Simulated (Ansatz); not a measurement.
Input and output of a self-consistent single point for ScSi (Cm, 4 atoms in the cell) (Ansatz, a first-principles code).

Level of theory: LDA (PW92), default PAW files made with PBE (plane waves; Ansatz).

```
ScSi
1.0
    1.98697    -4.92872     0.00000
    1.98697     4.92872     0.00000
    0.00000     0.00000     3.64911
Sc Si
2 2
Direct
  0.13921   0.86079   0.26370
  0.86079   0.13921   0.75000
  0.41944   0.58056   0.25000
  0.58056   0.41944   0.75000
```

Reference input (self-consistent single point, DFT, LDA (PW92), plane waves, default PAW files made with PBE): basis.ecutwfc = 420 eV; kpoints.mp_grid.grid = 6 6 6; hamiltonian.xc = lda; hamiltonian.pseudopotentials = {kind: paw} (the program's default PAW files); scf.occupations.method = fermi_dirac; scf.occupations.width = 0.1 eV. This run's input differs from it in these lines:

Ansatz 0.2 input:
```diff
@@ -12,3 +12,3 @@
 basis:
-  ecutwfc: 420.0
+  ecutwfc: 380.0
 kpoints:
```

Output (repeated stretches shortened):

```
SCF iter   1: F=—  HF=-5399.010020 eV  |F-HF|=—  |Δ(HF+E_count)|=         —  Δρ=4.67e-3  dr2=9.22e-3  ethr=1.77e-3  ⟨swp⟩=5.3  Hψ=6479  notcnv=0
all-band conjugate gradients solve this SCF's bands
preconditioner: auto → Kerker (q_TF=auto, 2.361 Å⁻¹)
SCF iter   2: F=—  HF=-5399.008839 eV  |F-HF|=—  |Δ(HF+E_count)|=   1.18e-3  Δρ=2.75e-3  dr2=3.79e-3  ethr=3.07e-5  ⟨swp⟩=1.1  Hψ=1842  notcnv=0
SCF iter   3: F=—  HF=-5399.008313 eV  |F-HF|=—  |Δ(HF+E_count)|=   5.27e-4  Δρ=3.97e-4  dr2=9.79e-5  ethr=1.26e-5  ⟨swp⟩=2.0  Hψ=1445  notcnv=0
SCF iter   4: F=—  HF=-5399.008293 eV  |F-HF|=—  |Δ(HF+E_count)|=   2.02e-5  Δρ=1.15e-4  dr2=8.17e-6  ethr=3.26e-7  ⟨swp⟩=3.0  Hψ=2407  notcnv=0
SCF iter   5: F=—  HF=-5399.008291 eV  |F-HF|=—  |Δ(HF+E_count)|=   1.37e-6  Δρ=2.95e-5  dr2=8.68e-7  ethr=2.72e-8  ⟨swp⟩=2.3  Hψ=1725  notcnv=0
SCF iter   6: F=—  HF=-5399.008291 eV  |F-HF|=—  |Δ(HF+E_count)|=   1.41e-7  Δρ=1.42e-5  dr2=2.54e-7  ethr=3.33e-10  ⟨swp⟩=6.0  Hψ=5630  notcnv=0
SCF iter   7: F=-5399.008291 eV  HF=-5399.008291 eV  |F-HF|=1.59e-8  |Δ(HF+E_count)|=   3.94e-8  Δρ=4.52e-6  dr2=2.19e-8  ethr=3.33e-10  ⟨swp⟩=5.0  Hψ=5075  notcnv=0
SCF 1 converged in 7 iterations: F = -5399.008291 eV  dr2 = 2.19e-8
Free energy (F): -5399.008291 eV
Internal energy: -5398.924866 eV  (E = F + TS)
E sigma→0 (E₀):  -5398.966579 eV
Entropy (-TS):   -0.083425 eV (-20.856 meV/atom)
Fermi energy:    10.291590 eV
--- Forces (eV/Å), atoms counted from 1 ---
  atom   1  Sc    -0.00000000     0.06413283    -0.34171451
  atom   2  Sc     0.00000000    -0.07361367     0.06232393
  atom   3  Si    -0.00000000     0.08337417     0.06370099
  atom   4  Si     0.00000000    -0.07388937     0.21569084
--- Stress (GPa, compression-positive) ---
       -4.695520       0.000000      -0.000000
        0.000000      -4.063337       0.476824
       -0.000000       0.476824      -3.344293
  P = ⅓ Tr σ = -4.0344 GPa (-40.344 kbar)
  The stress holds the Pulay correction. Without it, at fixed plane waves, as pw.x and ABINIT print it: P = -4.1515 GPa
```

The run converged in 7 iterations. Against the reference run the free energy goes up by 1.0 meV/atom, the pressure hardly changes (-4.04 to -4.03 GPa) and the largest force stays at 0.348 eV/Å.

The starting cell comes from a database of computed structures (which also holds hypothetical and non-ambient phases and stackings), without a prior relaxation at this level. Its lattice was rescaled by up to half a per cent. One atom was moved a little off its site on purpose. Ansatz's pressure includes its estimate of the finite-basis (Pulay) stress. The cutoff lies below the one recommended for these files.
